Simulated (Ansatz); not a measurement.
The reference is LuSb in the rock salt structure (space group Fm-3m, No. 225; a = 5.996 Å; a cell from a computed database, its experimental status unchecked; relaxed with 0.1 eV smearing). Axes: x, y, z lie along the cube axes.

The values are results of PBEsol/PAW in Ansatz (a first-principles code), no spin-orbit coupling, not measurements.

The change: a pure shear with ε_yz = ε_zy = -0.0160, atoms relaxed at fixed cell.

Question: Predict the stress tensor and what it implies for the stiffness.

Answer: Stress of the strained cell less that of the base (GPa, compression positive):
```
    0.0     0.0     0.0
    0.0     0.0     0.8
    0.0     0.8     0.0
```

Then −Δσ/γ with γ = 2ε = -0.0320 gives secant stiffness values (nonlinear terms included at this strain): C44 ≈ 26 GPa.

No phonon test of stability was made. The final runs are not spin-polarised.
